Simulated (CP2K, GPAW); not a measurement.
A CP2K input for a self-consistent single point of MgS (Fm-3m, 2 atoms in the cell) (DFT PBE, GPW, DZVP-MOLOPT-SR-GTH basis, GTH-PBE potentials (GTH_POTENTIALS)):

```
&GLOBAL
  PROJECT bulk
  RUN_TYPE ENERGY_FORCE
  PRINT_LEVEL LOW
&END GLOBAL
&FORCE_EVAL
  METHOD Quickstep
  STRESS_TENSOR ANALYTICAL
  &DFT
    BASIS_SET_FILE_NAME BASIS_MOLOPT
    POTENTIAL_FILE_NAME GTH_POTENTIALS
    &QS
      METHOD GPW
      EPS_DEFAULT 1E-10
    &END QS
    &MGRID
      CUTOFF 1000
      REL_CUTOFF 50
      NGRIDS 5
    &END MGRID
    &SCF
      SCF_GUESS ATOMIC
      EPS_SCF 1E-7
      MAX_SCF 100
      ADDED_MOS 4
      &DIAGONALIZATION
        ALGORITHM STANDARD
      &END DIAGONALIZATION
      &MIXING
        METHOD BROYDEN_MIXING
        ALPHA 0.4
        NBUFFER 12
        BETA 1
      &END MIXING
      &SMEAR ON
        METHOD FERMI_DIRAC
        ELECTRONIC_TEMPERATURE [K] 232.09
      &END SMEAR
    &END SCF
    &KPOINTS
      SCHEME MONKHORST-PACK 7 7 7
    &END KPOINTS
    &XC
      &XC_FUNCTIONAL PBE
      &END XC_FUNCTIONAL
    &END XC
    &PRINT
      &MO
        EIGENVALUES T
        OCCUPATION_NUMBERS T
        NDIGITS 8
        FILENAME mo
        &EACH
          QS_SCF 0
        &END EACH
        ADD_LAST NUMERIC
      &END MO
      &MULLIKEN OFF
      &END MULLIKEN
    &END PRINT
  &END DFT
  &SUBSYS
    &CELL
      ABC 3.63008800 3.63008850 3.63008842
      ALPHA_BETA_GAMMA 60.00000754 60.00000379 60.00000453
      PERIODIC XYZ
    &END CELL
    &COORD
      SCALED
      Mg       0.00000000     0.00000000     0.00000000
      S        0.50000000     0.50000000     0.50000000
    &END COORD
    &KIND Mg
      BASIS_SET DZVP-MOLOPT-SR-GTH-q10
      POTENTIAL GTH-PBE-q10
    &END KIND
    &KIND S
      BASIS_SET DZVP-MOLOPT-SR-GTH-q6
      POTENTIAL GTH-PBE-q6
    &END KIND
  &END SUBSYS
  &PRINT
    &FORCES ON
    &END FORCES
    &STRESS_TENSOR ON
    &END STRESS_TENSOR
  &END PRINT
&END FORCE_EVAL
```

Q: Give the GPAW input for the same structure, mesh, smearing and functional.

A: One input that does it (others would too):

```python
from ase import Atoms
from ase.units import GPa
from gpaw import GPAW, PW, FermiDirac

atoms = Atoms(['Mg', 'S'],
              cell=[[0.000000, 2.566860, 2.566860],
                    [2.566860, 0.000000, 2.566860],
                    [2.566860, 2.566860, 0.000000]],
              positions=[[0.000000, 0.000000, 0.000000],
                         [2.566860, 2.566860, 2.566860]],
              pbc=True)

calc = GPAW(mode=PW(850),
            xc='PBE',
            kpts=(7, 7, 7),
            occupations=FermiDirac(0.02),
            nbands=-4,
            convergence={'density': 1e-05, 'energy': 1e-05, 'bands': -2},
            symmetry={'symmorphic': False, 'tolerance': 0.0005},
            maxiter=120)

atoms.calc = calc

energy = atoms.get_potential_energy()
print('Energy (eV):', round(energy, 6))
forces = atoms.get_forces()
print('Forces (eV/Ang):')
print(forces.round(5))
stress = atoms.get_stress()
print('Stress (GPa, Voigt):', (stress / GPa).round(4))
```

Basis settings and potentials, where a program has them, do not carry over. This input uses DFT PBE, plane waves, GPAW PAW datasets PBE (gpaw-data 1.0.1). Both were run: pressure 6.30 GPa in CP2K and 4.52 in GPAW; gap on the mesh 2.967 eV in CP2K and 3.095 in GPAW.

On CP2K: the starting cell comes from a database of computed structures (which also holds hypothetical and non-ambient phases and stackings), without a prior relaxation at this level. Its lattice was rescaled by a random factor within 2.5 % of one. For this run, on top of that: lattice scaled by 0.98. Values carry the incompleteness of an atom-centred basis. With a pressure of about 6 GPa the cell is away from its equilibrium volume at this level.

On GPAW: the starting cell comes from a database of computed structures (which also holds hypothetical and non-ambient phases and stackings), without a prior relaxation at this level. Its lattice was rescaled by a random factor within 2.5 % of one. For this run, on top of that: lattice scaled by 0.98. With a pressure of about 5 GPa the cell is away from its equilibrium volume at this level.
